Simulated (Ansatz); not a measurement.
The starting structures come from a database of crystals and need not be the phases stable at ambient conditions.

By PBEsol, the system below comes out a metal.

Without scattering a metal conducts by its projected Fermi surface.

```
RuTi
1.0
    3.13096     0.00000     0.00000
    0.00000     3.13096     0.00000
    0.00000     0.00000     3.06957
Ti Ru
1 1
Direct
  0.00000   0.00000   0.00000
  0.50000   0.50000   0.50000
```

Space group of this cell: P4/mmm. The cell is strained (lengths across the current scaled by 1.02, ions clamped); by PBEsol its mean pressure is -12.8 GPa.

The current flows along the normal of the first two printed cell vectors, the (001) (indices of the unstrained crystal) plane of the conventional cell. No spin-orbit coupling; the value is a mean over 0.1 eV about the Fermi level.

### Question
Estimate the ballistic conductance per area that Ansatz (an electronic-structure program) with PBEsol returns for this system.

### Answer
0.46 × 10¹⁵ S/m² for both spins.
